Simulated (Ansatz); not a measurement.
B20 (FeSi-type) CoSi, treated with rVV10 (plane waves, PAW; Ansatz, a program for electronic structure).

Run with plane-wave cutoff 500 eV, 10×10×10 k mesh, Fermi–Dirac smearing 0.05 eV, no spin polarisation, scalar-relativistic PAW data made under PBE.

Computed at the level's own relaxed cell.

Task: Predict the volume per atom and lattice constant a.

Result: 
* **volume per atom**: 10.97 Å³/atom
* **lattice constant a**: 4.444 Å

Measured, for comparison: equilibrium volume per atom 10.97 Å³/atom, lattice constant a 4.444 Å (temperature not stated, not corrected to a static lattice; as tabulated in Wikipedia's data pages). Computed (rounded) less measured: equilibrium volume per atom 0.0 %, lattice constant a 0.0 %.

The result took around 2.3 core-minutes (rough).
